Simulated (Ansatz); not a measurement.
One base run on Cl2 (Cmce, 4 atoms in the cell) and variants with one or two settings moved

```xyz
4
Lattice="3.1855 -2.0079 0.0000 3.1855 2.0079 0.0000 0.0000 0.0000 8.1999" Properties=species:S:1:pos:R:3 pbc="T T T"
Cl     3.1855    -1.5480     4.9589
Cl     3.1855     1.5480     3.2410
Cl     3.1855    -0.4599     0.8589
Cl     3.1855     0.4599     7.3410
```

Base run A: Ansatz (a first-principles code) with PBE, self-consistent single point.

Its settings: kpoints.mp_grid.grid = 10 10 4; hamiltonian.xc = pbe; hamiltonian.pseudopotentials = {kind: paw} (the program's default PAW files); scf.occupations.method = gaussian; scf.occupations.width = 0.0007 Ry.

The starting cell comes from a database of computed structures (which also holds hypothetical and non-ambient phases and stackings), without a prior relaxation at this level. Its lattice was rescaled by a random factor within 2.5 % of one. In the base run, with a pressure of about 5 GPa the cell is away from its equilibrium volume at this level. In the base run, forces exceed 1 eV/Å. Ansatz's pressure includes its estimate of the finite-basis (Pulay) stress.

ΔF is the free energy per atom less that of run A. 

Run A gave: pressure (GPa) 4.57; largest force (eV/Å) 1.470; gap on the mesh (eV) 2.517; k-points 93; valence electrons 28.

Runs:
- B: crystal.symmetry.detect: default → false
- C: kpoints.mp_grid.shift: default → 0.5 0.5 0.5
- D: 2 x 1 x 1 supercell, mesh divided to match; kpoints.mp_grid.grid: 10 10 4 → 5 10 4
- E: scf.mixing.algorithm: default (the program chose MSR1) → anderson; scf.mixing.beta: default → 0.7
- F: scf.mixing.algorithm: default (the program chose MSR1) → broyden; scf.mixing.ndim: default → 3
- G: scf.algorithm: default → direct_min

Problem. What does run C change against A?

Solution. The free energy is nearly the same (within 1 meV/atom), the pressure stays at 4.57 GPa, the largest force stays at 1.470 eV/Å and the gap on the mesh goes from 2.517 to 2.572 eV.

| run | ΔF (meV/atom) | pressure (GPa) | largest force (eV/Å) | gap on the mesh (eV) | k-points | valence electrons |
|---|---|---|---|---|---|---|
| A | 0.00 | 4.57 | 1.470 | 2.517 | 93 | 28 |
| B | 0.00 | 4.57 | 1.470 | 2.517 | 204 | 28 |
| C | 0.00 | 4.57 | 1.470 | 2.572 | 60 | 28 |
| D | 0.00 | 4.57 | 1.470 | 2.517 | 78 | 56 |
| E | 0.00 | 4.57 | 1.470 | 2.518 | 93 | 28 |
| F | 0.00 | 4.57 | 1.470 | 2.518 | 93 | 28 |
| G | 0.00 | 4.57 | 1.470 | 2.518 | 93 | 28 |

Keys are those of Ansatz 0.2.
